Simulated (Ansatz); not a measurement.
**Smallest direct gap on the k points sampled of SnBi2Te4 (R-3m, No. 166, 7 atoms in the cell; start mp-38605) at several levels of theory**

No measured value is used here.

| level (code) | value (eV) | cell (Å³/atom) |
|---|---|---|
| LDA (Ansatz) | [?] | 32.01 |
| PBE (Ansatz) | 0.60 | 35.59 |
| PBEsol (Ansatz) | 0.28 | 32.90 |
| PBE-D3(BJ) (Ansatz) | 0.32 | 33.02 |

Fill in the missing entries.


- LDA (Ansatz, a first-principles code), value (eV): 0.21

Computed values are for a static lattice. Levels without +SOC have no spin–orbit coupling; where heavier elements are present it shifts gaps, mostly down, and can invert bands.  Each level is taken at its own relaxed cell. Ansatz's density-functional and Hartree–Fock values are scalar-relativistic unless marked +SOC, with PAW data made under PBE.

A start named mp-… is a Materials Project structure, which need not be a measured phase.
